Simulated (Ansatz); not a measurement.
# CdS, thickness series

Start from CdS in the wurtzite structure (space group P6_3mc, No. 186).

```
CELL_PARAMETERS angstrom
      4.16433     0.00000     0.00000
     -2.08216     3.60641     0.00000
      0.00000     0.00000     6.76883
ATOMIC_POSITIONS crystal
  Cd 0.66667 0.33333 0.00098
  Cd 0.33333 0.66667 0.50098
  S  0.66667 0.33333 0.62422
  S  0.33333 0.66667 0.12422
```

Cartesian axes are those of the cell as printed.

Free-standing slabs (4 atom(s) a layer) normal to the y axis with 15 Å of vacuum; in-plane cell held at bulk.

Method: DFT with r2SCAN, PAW potentials and a 500 eV plane-wave cutoff in Ansatz (a first-principles code), without spin-orbit coupling, earlier PAW set.

Candidates:
(a) 4 layers
(b) 1 layer
(c) 3 layers
(d) 2 layers

Before the change:

- Band gap = 1.63 eV

Task: Order them by band gap, highest first.

Result: (b) 1 layer (2.39 eV), (d) 2 layers (2.02 eV), (c) 3 layers (1.87 eV), (a) 4 layers (1.78 eV)

Whether these cells are dynamically stable was not tested.
